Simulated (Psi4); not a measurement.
Psi4 1.11, TPSS/def2-svp: Ta(SH)4(OSiH3) ([SiH3][O][Ta]([SH])([SH])([SH])[SH]), 14 atoms. The geometry is a generated start, not checked to be a minimum at this level.

```json
{
 "task": "energy",
 "method": "tpss",
 "basis": "def2-svp",
 "memory": "3 GB",
 "maxiter": "100",
 "keys_of_the_molecule_block": "symmetry c1",
 "scf_type": "df (default)",
 "guess": "auto, which took SAD (default)",
 "scf_initial_accelerator": "adiis (default)",
 "e_convergence": "1e-06 (default)",
 "d_convergence": "1e-06 (default)",
 "dft_radial_points": "75 (default)",
 "dft_spherical_points": "302 (default)",
 "effective_core_potentials": "those of the basis set, past Kr",
 "basis_functions": "171",
 "grid_points": "298555"
}
```

```xyz
14

Ta    -0.9151    -0.2623     0.2013
S     -0.3856    -2.0768     1.7421
H      0.8994    -1.8150     1.9345
S     -3.2270    -0.8574     0.1691
H     -3.7321    -0.3514    -0.9440
S     -1.3775     1.8794     1.2844
H     -0.1366     2.3403     1.3772
S     -0.7493    -0.5538    -2.2450
H     -1.8849    -1.1935    -2.5047
O      0.8432     0.2260     0.0758
Si     2.3934     0.6000    -0.2283
H      3.1534    -0.5237     0.3288
H      2.6223     1.8591     0.4885
H      2.4964     0.7290    -1.6797
```

Charge 0 and multiplicity 1 are set for this test and not shown to be the ground state.

One run each on 2 threads. Values of diis_max_vecs tried: 3, 6, 10 (default), 20.

Problem. How does the count of SCF iterations change with diis_max_vecs, and where is it least?

Solution. Fewest SCF iterations, within one of each other: 10 (default) with 11, 20 with 11. The count rises to 46 at 3. All converge to one solution.

```tsv
diis_max_vecs	SCF iterations	end
3	46	same solution
6	13	same solution
10 (default)	11	same solution
20	11	same solution
```
